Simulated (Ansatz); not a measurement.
# TiS2: pressure series

Take TiS2 in the CdI2 type structure (space group P-3m1, No. 164; a = 3.298 Å, c = 5.340 Å; layered, stacked along the Cartesian z axis) as the base.

Cell and atoms are relaxed at each pressure.

Method: Ansatz (a program for electronic structure), PBEsol-D3(BJ), PAW, cutoff 420 eV, no spin-orbit coupling.

```
P (GPa)  V (Å³/atom)
-------  -----------
-2.00         17.488
-1.00         17.094
0.90          16.517
2.10          16.220
4.49          15.721
9.00          14.981
15.00         14.221
22.50         13.478
30.00         12.879
```

A third-order Birch–Murnaghan fit to these points gives V₀ = 16.79 Å³/atom, B₀ = 60 GPa and B₀′ = 4.8. At pressure 30 GPa the volume is 76.7 % of V₀.

Load acts through the strain it causes; cell and atoms are relaxed under it. No phonon test of stability was made. No other phases were tried under pressure. The final runs are not spin-polarised.
